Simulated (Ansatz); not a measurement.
**A computed series for TaC: element substitutions**

Consider TaC in the rock salt structure (space group Fm-3m, No. 225).

```
TaC
1.0
    0.00000     2.23794     2.23794
    2.23794     0.00000     2.23794
    2.23794     2.23794     0.00000
C Ta
1 1
Direct
  0.00000   0.00000   0.00000
  0.50000   0.50000   0.50000
```

Each row replaces one element on all its sites; cell and atoms are relaxed.

Level of theory: PBE (Ansatz, an electronic-structure program, PAW, no SOC), earlier PAW set.

Candidates:
(a) C → Si
(b) Ta → Nb
(c) C → Be

Before the change:

The lattice parameter a is 4.476 Å.

Q: Order them by lattice parameter a, lowest first.

A: (b) Ta → Nb (4.485 Å), (c) C → Be (4.804 Å), (a) C → Si (5.151 Å)

Whether these cells are dynamically stable was not tested. As relaxed here, TaSi and TaBe are hypothetical phases, not in the database extracts checked. The final runs are not spin-polarised. An odd electron count without spin: TaSi, TaC, NbC and TaBe.
